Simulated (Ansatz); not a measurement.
**What holes 3.0×10^21 cm⁻³ does to PbS**

Base system: PbS in the rock salt structure (space group Fm-3m, No. 225; a = 5.974 Å).

Perturbation: 0.160 holes added to each cell, a density of 3.0×10^21 cm⁻³, with a uniform compensating background at fixed cell and a 300 K Fermi–Dirac width.

Level of theory: Kohn–Sham DFT with the r2SCAN functional, run in Ansatz (an electronic-structure program) with PAW and 500 eV plane waves, scalar-relativistic without spin-orbit coupling. Γ-centred 22×22×22 mesh, Fermi–Dirac width 0.0259 eV.

* **Gap between the host's bands**: 0.77 eV (base 0.69 eV)
* **Gap character**: direct at L (base direct at L)
* **Valley order (the lowest conduction-band minima on the path, energy above the VBM, named in the base's zone)**: L along ⟨111⟩ 0.77 eV; a point along ⟨110⟩, about 0.6 Å⁻¹ from Γ 1.66 eV (base L along ⟨111⟩ 0.69 eV; a point along ⟨110⟩, about 0.6 Å⁻¹ from Γ 1.58 eV)
* **Fermi level relative to the doped band's edge (positive inside the band; to 0.05 eV)**: +0.65 eV

Charged cell with a jellium background: band edges are those of the host's band count, energies are not comparable with the neutral cell, and many-body gap narrowing is missing. Spin-orbit coupling, missing from the scalar runs, can matter with Pb. Whether these cells are dynamically stable was not tested.
